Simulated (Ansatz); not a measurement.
Take ZrSi in the rock salt structure (space group Fm-3m, No. 225; a = 5.397 Å; a hypothetical phase, not in the database extracts checked; relaxed with 0.1 eV smearing) as the base. Axes: x, y, z lie along the cube axes.

Method: PBE (Ansatz, a program for electronic structure, PAW, no spin-orbit coupling), earlier PAW set.

Now apply this change: uniaxial strain ε_yy = −1.01 %, all other strain components held at zero, atoms relaxed at fixed cell.

Task: Predict the stress tensor and what it implies for the stiffness.

Result: Stress of the strained cell less that of the base (GPa, compression positive):
```
    0.4     0.0     0.0
    0.0     2.8     0.0
    0.0     0.0     0.4
```

Then −Δσ_ii/ε with ε = -0.0101 gives relaxed-ion elastic constants: C22 ≈ 277 GPa, C12 ≈ 39 GPa and C23 ≈ 39 GPa.

Whether these cells are dynamically stable was not tested. The final runs are not spin-polarised.
